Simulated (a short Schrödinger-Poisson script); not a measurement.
Structure: gated In0.52Al0.48As/In0.53Ga0.47As modulation-doped gas in a quantum well, at 300 K.

```csv
layer,material,thickness (nm),Nd (cm⁻³),Na (cm⁻³)
1,In0.52Al0.48As,20,-,-
2,In0.52Al0.48As,10,1.3e18,-
3,In0.52Al0.48As,3,-,-
4,In0.53Ga0.47As,6,-,-
5,In0.52Al0.48As,4000,-,5e15
```

The device is made up for the run: typed textbook-type constants, with dimensions and the other settings drawn at random. In0.52Al0.48As: permittivity 12.5, conduction-band edge (eV) 0.52, gap (eV) 1.45, electron mass (mₑ) 0.075, Nv at 300 K (cm⁻³) 1.1e19. In0.53Ga0.47As: permittivity 13.9, conduction-band edge (eV) 0, gap (eV) 0.74, Nv at 300 K (cm⁻³) 7.7e18.

Channel valleys (confinement mass, in-plane density-of-states mass, number): Γ 0.041, 0.041, 1. At the gate the conduction-band edge of layer 1 lies 0.65 eV − eVg above the Fermi level of the channel; the field vanishes at the back. Donor level 0.006 eV below the band edge. The barrier under the gate holds no holes. Gaps are held at their typed values at every temperature. Mesh 0.08 nm at interfaces.

Solved with a short Schrödinger-Poisson script written for these runs: 1D Poisson equation in equilibrium, electrons quantum, Hartree plus LDA exchange-correlation (BenDaniel-Duke, 40 states a valley, the channel's in-plane mass for all, wave functions free to enter the barrier), parabolic valleys, classical holes, donors ionised by Fermi statistics, acceptors fully, no traps, pinning or gate leakage.

The same stack at other levels of the model or other numerical settings:

```tsv
run	sheet density of all electrons at Vg = 0.4 V (cm⁻²)	sheet density of all electrons at Vg = -0.1 V (cm⁻²)	capacitance at Vg = 0.4 V (μF/cm²)	centroid of the channel electrons at Vg = 0.4 V (nm)	rough cost against the base
base	9.52e11	1.18e11	0.286	2.86	about 1
electrons treated as classical, Boltzmann	1.15e12	2.23e11	0.312	2.09	0.01
electrons treated as classical, Fermi-Dirac	9.93e11	1.98e11	0.273	2.70	0.07
electrons treated as quantum, Hartree	9.27e11	1.09e11	0.283	2.87	0.6
mesh six times as coarse	9.49e11	1.16e11	0.286	2.85	0.2
one subband a valley	9.52e11	1.18e11	0.286	2.86	0.3
```

The classical rows ignore confinement, and Boltzmann statistics overrate the density once the band edge passes the Fermi level.
